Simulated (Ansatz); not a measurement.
Ta2N: pressure 7.5 GPa

Consider Ta$_{2}$N (space group P-31m, No. 162; a = 5.2646 Å, c = 4.9113 Å; a cell from a computed database, its experimental status unchecked).

The change: a hydrostatic pressure of 7.5 GPa.

Calculations: PBEsol (Ansatz, a first-principles code, PAW, no spin-orbit coupling). k-mesh 10×10×10 (Γ-centred); smearing 0.05 eV (Fermi–Dirac).

The volume per atom shrinks by 0.304 Å³, from 13.10 Å³ to 12.79 Å³ and the density goes up by 0.378 g/cm³ to 16.26 g/cm³. The lattice parameter a drops by 0.0423 Å (5.265 Å → 5.222 Å) and the shortest interatomic distance decreases by 0.017 Å (2.133 Å → 2.116 Å). The enthalpy H = E + PV relative to the base's energy amounts to +0.61 eV/atom and the band gap is still zero.

Final structure:

```
CELL_PARAMETERS angstrom
      5.22222     0.00000     0.00000
     -2.61111     4.52258     0.00000
      0.00000     0.00000     4.87527
ATOMIC_POSITIONS crystal
  Ta 0.66668 0.66668 0.75310
  Ta 0.33332 0.33332 0.24690
  Ta 0.33332 0.00000 0.75310
  Ta 0.66668 0.00000 0.24690
  Ta 0.00000 0.33332 0.75310
  Ta 0.00000 0.66668 0.24690
  N  0.66667 0.33333 0.50000
  N  0.33333 0.66667 0.50000
  N  0.00000 0.00000 0.00000
```

Load acts through the strain it causes; cell and atoms are relaxed under it. Stability against distortions was not tested. No other phases were tried under pressure. The final runs are not spin-polarised. An odd electron count without spin: Ta2N.
